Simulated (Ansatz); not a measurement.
**Ag, response to strain**

Take Ag in the fcc (Cu type) structure (space group Fm-3m, No. 225; a = 4.1483 Å; relaxed with 0.1 eV smearing) as the base.

Strains are applied to the cell and any free atomic positions relax.

Calculations: PBE (Ansatz, an electronic-structure program), spin-orbit coupling left out.

Candidates:
(a) isotropic strain +1.00 %
(b) isotropic strain −0.50 %
(c) isotropic strain +1.50 %
(d) isotropic strain +2.50 %
(e) isotropic strain −2.50 %

Notes on the quantities. energy relative to the base: free energy F.

Problem. Order them by energy relative to the base, highest first.

Solution. (e) isotropic strain −2.50 % (+32 meV/atom), (d) isotropic strain +2.50 % (+25 meV/atom), (c) isotropic strain +1.50 % (+9.5 meV/atom), (a) isotropic strain +1.00 % (+4.3 meV/atom), (b) isotropic strain −0.50 % (+1.2 meV/atom)

Stability against distortions was not tested.
